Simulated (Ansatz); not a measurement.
The starting structures come from a database of crystals and need not be the phases stable at ambient conditions.

The decay constant κ of evanescent states in the gap governs leakage through a thin film.

Data:

```xyz
24
Lattice="5.2446 0.0000 0.0000 0.0000 7.5220 0.0000 0.0000 -1.3983 7.3006" Properties=species:S:1:pos:R:3 pbc="T T T"
In     1.3540     5.4348     4.6817
In     3.8906     0.6889     2.6190
In     3.9763    -0.0103     6.2693
In     1.2683     6.1339     1.0314
Sb     3.9477     3.8905     5.9437
Sb     1.2968     2.2332     1.3570
Sb     1.3255     1.5340     5.0073
Sb     3.9191     4.5896     2.2933
O      2.3389     4.8183     6.5427
O      2.9056     1.3054     0.7580
O      4.9612     0.6062     4.4083
O      0.2834     5.5175     2.8924
O      4.8848     5.6273     5.9442
O      0.3598     0.4963     1.3564
O      2.2625    -0.2029     5.0067
O      2.9821     6.3265     2.2939
O      3.1707     4.3080     4.1138
O      2.0739     1.8157     3.1868
O      0.5484     1.1165     6.8371
O      4.6962     5.0071     0.4635
O      3.0327     2.1329     5.8855
O      2.2118     3.9908     1.4151
O      0.4104     3.2916     5.0654
O      4.8341     2.8321     2.2352
```

Space group of this cell: P2_1/c. The cell is taken as given.

Transport runs along the normal of the first two printed cell vectors.

The gap is the functional's own, uncorrected, and κ follows it; spin-orbit coupling is left out. Mid-gap values are interpolated between the computed energies.

Question: Give the band gap and the smallest decay constant κ at mid-gap that r2SCAN run with Ansatz (a program for electronic structure) yields.

Answer: Gap 1.91 eV on a 6×4×4 mesh; κ = 0.188 1/Å, at the zone centre.
